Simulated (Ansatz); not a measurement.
Ta2SnN (model structure, started from the MAX type, P6₃/mmc, No. 194, 8 atoms in the cell) was calculated with r²SCAN (PAW; Ansatz, a quantum-chemistry and plane-wave program).

Input:

Ansatz 0.2 input:
```yaml
crystal:
  lattice:
    - [3.2434541001, 0.0, 0.0]
    - [-1.6217270501, 2.8089136467, 0.0]
    - [0.0, 0.0, 13.314715762]
  atoms:
    - { symbol: Sn, position: [0.3333333333, 0.6666666667, 0.75] }
    - { symbol: Sn, position: [0.6666666667, 0.3333333333, 0.25] }
    - { symbol: Ta, position: [0.3333333333, 0.6666666667, 0.0806004359] }
    - { symbol: Ta, position: [0.6666666667, 0.3333333333, 0.5806004359] }
    - { symbol: Ta, position: [0.6666666667, 0.3333333333, 0.9193995641] }
    - { symbol: Ta, position: [0.3333333333, 0.6666666667, 0.4193995641] }
    - { symbol: N, position: [0.0, 0.0, 0.0] }
    - { symbol: N, position: [0.0, 0.0, 0.5] }
basis:
  ecutwfc: 560
  ecutrho_ratio: 4
  xc_grid: 3
kpoints:
  mp_grid: { grid: [24, 24, 4] }
hamiltonian:
  xc: r2scan
  dispersion: none
  pseudopotentials: { kind: paw }
scf:
  occupations: { method: fermi_dirac, width: 0.05 }
output:
  forces: true
  stress: true
  eigenvalues: true
relax:
  f_tol: 0.004
  escape_saddle: false
  max_steps: 80
  cell: { stress_tol: 0.02, fix: [volume] }
```

Output (set-up and result lines):

```
Relaxation: its limit of steps is 80 (relax.max_steps)
Crystal: 8 atoms, lattice volume = 121.305 Å³
Basis set: ecut = 560 eV, 3675 PW (Γ), exchange–correlation on 81×81×324 points (27 copies of the dense FFT grid, shifted against one another)
Bands: 54, of which v1, the nominal top of the filled ones, is band 45 counted from 1 (44 counted from 0)
Symmetry: 24 space group operations
Space group: P63/mmc (ITA 194), of the structure as read, at distance tolerance 5.0e-5 Å
k-points: 183 of 2304
Functional: x = r2scan, c = r2scan; τ floored in thin density (d = 2e-4 eV/Å³)
SCF iter   1: F=—  HF=-52627.295268 eV  |F-HF|=—  |Δ(HF+E_count)|=         —  Δρ=8.24e-3  dr2=7.32e-2  dr2_τ=3.01e-1
SCF iter   2: F=—  HF=-52627.479183 eV  |F-HF|=—  |Δ(HF+E_count)|=   1.84e-1  Δρ=5.61e-3  dr2=4.14e-2  dr2_τ=1.22e-3
  ...
SCF 1 converged in 8 iterations: F = -52627.477015 eV  dr2 = 4.58e-8
Crystal: 8 atoms, lattice volume = 121.305 Å³
Initial density: handed on by an earlier stage of this run
SCF 2 converged in 7 iterations: F = -52627.481094 eV  dr2 = 1.16e-7
Crystal: 8 atoms, lattice volume = 121.305 Å³
SCF 3 converged in 6 iterations: F = -52627.482794 eV  dr2 = 1.73e-7
Crystal: 8 atoms, lattice volume = 121.305 Å³
Basis set: ecut = 560 eV, 3675 PW (Γ), exchange–correlation on 75×75×324 points (27 copies of the dense FFT grid, shifted against one another)
SCF iter   6: F=—  HF=-52627.482786 eV  |F-HF|=—  |Δ(HF+E_count)|=  8.73e-11  Δρ=1.14e-7  dr2=1.55e-11  dr2_τ=3.54e-12
SCF iter   7: F=-52627.482786 eV  HF=-52627.482786 eV  |F-HF|=2.18e-11  |Δ(HF+E_count)|=  2.18e-11  Δρ=2.71e-8  dr2=7.96e-13  dr2_τ=8.98e-14
SCF 4 converged in 7 iterations: F = -52627.482786 eV  dr2 = 7.96e-13
SCF converged after 7 iterations
Free energy (F): -52627.482786 eV
Internal energy: -52627.446146 eV  (E = F + TS)
E sigma→0 (E₀):  -52627.464466 eV
Fermi energy:    18.753133 eV
--- Forces (eV/Å), atoms counted from 1 ---
  atom   1  Sn     0.00000000     0.00000000     0.00000000
  atom   2  Sn    -0.00000000    -0.00000000     0.00000000
  atom   3  Ta    -0.00000000     0.00000000    -0.00338393
  atom   4  Ta     0.00000000    -0.00000000    -0.00338393
  atom   5  Ta     0.00000000    -0.00000000     0.00338393
  atom   6  Ta     0.00000000     0.00000000     0.00338393
  atom   7  N      0.00000000     0.00000000     0.00000000
  atom   8  N      0.00000000     0.00000000    -0.00000000
--- Stress (GPa, compression-positive) ---
        3.862162       0.000000       0.000000
        0.000000       3.862162       0.000000
        0.000000       0.000000       3.886323
  P = ⅓ Tr σ = 3.8702 GPa (38.702 kbar)
```

The cell is one volume of an energy–volume scan, off the minimum.

The PAW data were made under PBE.

Note: the relaxation could raise the start's symmetry but not lower it, so the cell can be a saddle point.

Cost on a shared machine: very roughly 9 core-minutes.

A model structure was made by putting elements into a prototype or built by hand; it is no filed structure, need not be a known phase, and can be a saddle point held by its symmetry.
